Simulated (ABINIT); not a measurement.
# ABINIT run on TiFeH₂ (Pmc2_1, 8 atoms in the cell): self-consistent single point

Level of theory: PBEsol, PAW (JTH v2.0 PBE PAW, files made for PBE) (plane waves; ABINIT 10.0.3).

Input as run:

```
# TiFeH2, JTH v2.0 PBE PAW
pp_dirpath "./"
pseudos "Ti.GGA_PBE-JTH.xml, Fe.GGA_PBE-JTH.xml, H.GGA_PBE-JTH.xml"
acell 5.3182845784 8.9731755302 8.6257985150
rprim
         1.0000000000    0.0000000000    0.0000000000
         0.0000000000    1.0000000000    0.0000000000
         0.0000000000    0.0000000000    1.0000000000
natom 8
ntypat 3
znucl 22 26 1
typat 1 1 2 2 3 3 3 3
xcart
         1.4071575000    1.4236652880    1.3234531654
         1.4071575000    3.3247347120    3.6057411654
         0.0000000000    0.8880932520    3.6045543757
         0.0000000000    3.8603067480    1.3222663757
         1.4071575000    4.4276930640    2.0518682035
         1.4071575000    0.3207069360    4.3341562035
         0.0000000000    2.2723943040    2.5235258416
         0.0000000000    2.4760056960    0.2412378416
      Angstrom
ecut 60 Ry
pawecutdg 120 Ry
pawxcdev 0
ixc -116133
occopt 3
tsmear 0.136 eV
nband 39
kptopt 1
ngkpt 8 5 5
nshiftk 1
shiftk 0 0 0
nstep 80
tolvrs 1.0e-12
prtwf 0
prtden 0
enunit 2
```

Output, abridged:

```
 Symmetries : space group Pm c 2_1 (# 26); Bravais oP (primitive ortho.)

 -outvars: echo values of preprocessed input variables --------
            acell      5.3182845784E+00  8.9731755302E+00  8.6257985150E+00 Bohr
             ecut      3.00000000E+01 Hartree
           enunit           2
              ixc     -116133
         kptrlatt        8    0    0      0    5    0      0    0    5
          kptrlen      4.25462766E+01
            natom           8
            nband          39
            ngfft          30      48      45
          ngfftdg          40      64      64
             nkpt          45
            nstep          80
             nsym           4
           ntypat           3
           occopt           3
        pawecutdg      6.00000000E+01 Hartree
         pawxcdev           0
          spgroup          26
           tolvrs      1.00000000E-12
           tsmear      4.99790825E-03 Hartree
            typat      1  1  2  2  3  3  3  3
           useylm           1
             xred      5.0000000219E-01  2.9982000131E-01  2.8994000345E-01
                       5.0000000219E-01  7.0018000306E-01  7.8994000345E-01
                       2.1879291712E-09  1.8703000082E-01  7.8968000346E-01
                       2.1879291712E-09  8.1297000355E-01  2.8968000346E-01
                       5.0000000219E-01  9.3246000407E-01  4.4952000415E-01
                       5.0000000219E-01  6.7540000295E-02  9.4952000415E-01
                       2.1879291712E-09  4.7856000209E-01  5.5285000242E-01
                       2.1879291712E-09  5.2144000228E-01  5.2850002419E-02
            znucl       22.00000   26.00000    1.00000

== DATASET  1 ==================================================================

 Real(R)+Recip(G) space primitive vectors, cartesian coordinates (Bohr,Bohr^-1):
 R(1)=  5.3182846  0.0000000  0.0000000  G(1)=  0.1880306  0.0000000  0.0000000
 R(2)=  0.0000000  8.9731755  0.0000000  G(2)=  0.0000000  0.1114433  0.0000000
 R(3)=  0.0000000  0.0000000  8.6257985  G(3)=  0.0000000  0.0000000  0.1159313
 Unit cell volume ucvol=  4.1163950E+02 bohr^3
 Angles (23,13,12)=  9.00000000E+01  9.00000000E+01  9.00000000E+01 degrees

 Coarse grid specifications (used for wave-functions):

 getcut: wavevector=  0.0000  0.0000  0.0000  ngfft=  30  48  45
         ecut(hartree)=     30.000   => boxcut(ratio)=   2.06884

 Fine grid specifications (used for densities):

 getcut: wavevector=  0.0000  0.0000  0.0000  ngfft=  40  64  64
         ecut(hartree)=     60.000   => boxcut(ratio)=   2.04547

   6.86083827E+03                                ecore*ucvol(ha*bohr**3)

_setup2: Arith. and geom. avg. npw (full set) are    3231.025    3231.004

--- !BeginCycle
solver: {iscf: 17, nstep: 80, nline: 4, wfoptalg: 10, }
tolerances: {tolvrs: 1.00E-12, }
...

     iter   Etot(hartree)      deltaE(h)  residm     nres2
 ETOT  1  -359.78813343251    -3.598E+02 1.621E+01 5.103E+01
 ETOT  2  -368.96207025912    -9.174E+00 3.561E-01 3.426E+02
 ETOT  3  -368.53404403018     4.280E-01 2.157E-01 1.496E+02
 ETOT  4  -368.53569838469    -1.654E-03 9.004E-02 1.368E+02
 ETOT  5  -368.51137141637     2.433E-02 1.991E-02 1.138E+02
 ETOT  6  -368.33119274421     1.802E-01 6.009E-02 3.637E+01
   [... 11 lines left out ...]
 ETOT 18  -368.30380409246     4.155E-11 2.039E-03 4.005E-09
 ETOT 19  -368.30380409246    -2.558E-12 2.451E-03 2.755E-10
 ETOT 20  -368.30380409246    -2.842E-12 9.348E-04 1.800E-11
 ETOT 21  -368.30380409246    -1.251E-12 1.054E-03 5.576E-12
 ETOT 22  -368.30380409247    -3.183E-12 3.742E-04 4.909E-13

 At SCF step   22       nres2   =  4.91E-13 < tolvrs=  1.00E-12 =>converged.

 Cartesian components of stress tensor (hartree/bohr^3)
  sigma(1 1)=  2.56690540E-04  sigma(3 2)=  0.00000000E+00
  sigma(2 2)=  2.56945294E-04  sigma(3 1)=  0.00000000E+00
  sigma(3 3)=  2.45659967E-04  sigma(2 1)=  0.00000000E+00

 ----iterations are completed or convergence reached----

 reduced coordinates (array xred) for    8 atoms
       0.500000002188      0.299820001310      0.289940003448
       0.500000002188      0.700180003058      0.789940003448
       0.000000002188      0.187030000817      0.789680003460
       0.000000002188      0.812970003551      0.289680003460
       0.500000002188      0.932460004073      0.449520004150
       0.500000002188      0.067540000295      0.949520004150
       0.000000002188      0.478560002090      0.552850002419
       0.000000002188      0.521440002278      0.052850002419
 cartesian forces (eV/Angstrom) at end:
    1     -0.00000000000000    -0.03933755758664     0.03645403349321
    2     -0.00000000000000     0.03933755758664     0.03645403349321
    3      0.00000000000000    -0.02524373229606     0.01993383190821
    4      0.00000000000000     0.02524373229606     0.01993383190821
    5     -0.00000000000000    -0.10092087785035    -0.05820976639920
    6     -0.00000000000000     0.10092087785035    -0.05820976639920
    7     -0.00000000000000     0.06392521835478     0.00182190099779
    8     -0.00000000000000    -0.06392521835478     0.00182190099779
 frms,max,avg= 4.2400960E-02 1.0092088E-01   0.000E+00  0.000E+00  2.873E-04 e/A
 length scales=  5.318284578400  8.973175530200  8.625798515000 bohr
              =  2.814314987685  4.748399979259  4.564575980027 angstroms
 Fermi (or HOMO) energy (hartree) =   0.31770   Average Vxc (hartree)=  -0.45110
 Eigenvalues (hartree) for nkpt=  45  k points:
 kpt#   1, nband= 39, wtk=  0.00500, kpt=  0.0000  0.0000  0.0000 (reduced coord)
  -2.85756   -2.85740   -1.76312   -1.76169   -1.61973   -1.61955   -1.61636   -1.61595
  -1.61105   -1.61096   -0.90008   -0.89958   -0.89392   -0.89248   -0.88357   -0.88244
  -0.07097    0.06632    0.06928    0.11023    0.19128    0.19620    0.23081    0.27031
   0.27415    0.28284    0.28368    0.29287    0.29537    0.29862    0.32219    0.32880
   0.34075    0.38764    0.40679    0.41049    0.41991    0.42080    0.42203
      occupation numbers for kpt#   1
   2.00000    2.00000    2.00000    2.00000    2.00000    2.00000    2.00000    2.00000
   2.00000    2.00000    2.00000    2.00000    2.00000    2.00000    2.00000    2.00000
   2.00000    2.00000    2.00000    2.00000    2.00000    2.00000    2.00000    1.99985
   1.99967    1.99813    1.99779    1.98620    1.97732    1.95701    0.57879    0.19592
   0.01966    0.00000    0.00000    0.00000    0.00000    0.00000    0.00000
 prteigrs : prtvol=0 or 1, do not print more k-points.

 Fermi (or HOMO) energy (eV) =   8.64514   Average Vxc (eV)= -12.27493
 Eigenvalues (   eV  ) for nkpt=  45  k points:
 kpt#   1, nband= 39, wtk=  0.00500, kpt=  0.0000  0.0000  0.0000 (reduced coord)
 -77.75827  -77.75390  -47.97687  -47.93810  -44.07509  -44.07017  -43.98335  -43.97226
 -43.83900  -43.83645  -24.49244  -24.47882  -24.32470  -24.28560  -24.04307  -24.01255
  -1.93128    1.80476    1.88521    2.99952    5.20497    5.33878    6.28057    7.35541
   7.45997    7.69648    7.71924    7.96928    8.03750    8.12586    8.76731    8.94707
   9.27240   10.54810   11.06935   11.16999   11.42625   11.45050   11.48390
 prteigrs : prtvol=0 or 1, do not print more k-points.

--- !EnergyTerms
comment             : Components of total free energy in Hartree
kinetic             :  4.25416335649384E+01
hartree             :  7.82646563018673E+01
xc                  : -1.47781186263449E+01
Ewald energy        : -2.52495854196487E+02
psp_core            :  1.66671036714813E+01
local_psp           : -2.15160866722814E+02
spherical_terms     : -2.33310299731127E+01
internal            : -3.68292475980472E+02
'-kT*entropy'       : -1.13281132158125E-02
total_energy        : -3.68303804093687E+02
total_energy_eV     : -1.00220561902916E+04
...

-Cartesian components of stress tensor (GPa)         [Pressure= -7.4464E+00 GPa]
- sigma(1 1)=  7.55209515E+00  sigma(3 2)=  0.00000000E+00
- sigma(2 2)=  7.55959027E+00  sigma(3 1)=  0.00000000E+00
- sigma(3 3)=  7.22756454E+00  sigma(2 1)=  0.00000000E+00

 Calculation completed.
```

The run converged in 22 iterations.

The starting cell comes from a database of computed structures (which also holds hypothetical and non-ambient phases and stackings), without a prior relaxation at this level. Its lattice was rescaled by a random factor within 2.5 % of one. Spin polarisation is off. The potentials were made for another functional than the one used. With a pressure of about -7 GPa the cell is away from its equilibrium volume at this level.

Cost on one core of a shared machine: roughly 20 min.
